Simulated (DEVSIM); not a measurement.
Structure: illuminated Si p-on-n cell, one wavelength, with a back-surface field, at 300 K.

Layer 1 from the left is Si, thickness (μm) 0.230, Na (cm⁻³) 6.1e18, τn (s) 1.8e-6, τp (s) 3.2e-5, absorption coefficient (cm⁻¹) 27000. Layer 2 from the left is Si, thickness (μm) 270, Nd (cm⁻³) 2.9e16, τn (s) 6.5e-5, τp (s) 6.5e-5, absorption coefficient (cm⁻¹) 27000. Layer 3 from the left is Si, thickness (μm) 0.160, Nd (cm⁻³) 3.7e18, τn (s) 6.5e-5, τp (s) 6.5e-5, absorption coefficient (cm⁻¹) 27000.

Left contact: ohmic, minority electron recombination velocity 30 cm/s. Right contact: ohmic, minority hole recombination velocity 2e6 cm/s. Voltage is applied to the left contact. Recombination: SRH at mid-gap, radiative, Auger. Light enters at the left, 2.5e19 photons cm⁻² s⁻¹, one pass, no reflection. Mobility is μmin + (μ − μmin)/(1 + (N/Nref)^α).

This is a model device: material constants are rounded textbook-type values typed into the input, and sizes, dopings and lifetimes were drawn at random. Values at 300 K.

Si: gap (eV) 1.124, affinity (eV) 4.05, permittivity 11.7, Nc (cm⁻³) 2.86e19, Nv (cm⁻³) 3.1e19, μn (cm²/Vs) 1417, μp (cm²/Vs) 470, μn,min 52, μp,min 45, Nref,n 9.7e16, Nref,p 2.2e17, αn 0.68, αp 0.72, B (cm³/s) 4.7e-15, Cn (cm⁶/s) 2.8e-31, Cp (cm⁶/s) 9.9e-32.

Model (solved in DEVSIM): 1D drift-diffusion, Boltzmann statistics, complete ionisation; no tunnelling, impact ionisation, image-force lowering or self-heating.

Question: What does the simulation give for the potential step across the device at zero bias, the short-circuit current, the open-circuit voltage, the share of generated pairs collected at short circuit?

Answer: potential step across the device at zero bias 1.029 V; short-circuit current 4000 mA/cm²; open-circuit voltage 0.798 V; share of generated pairs collected at short circuit 0.998.
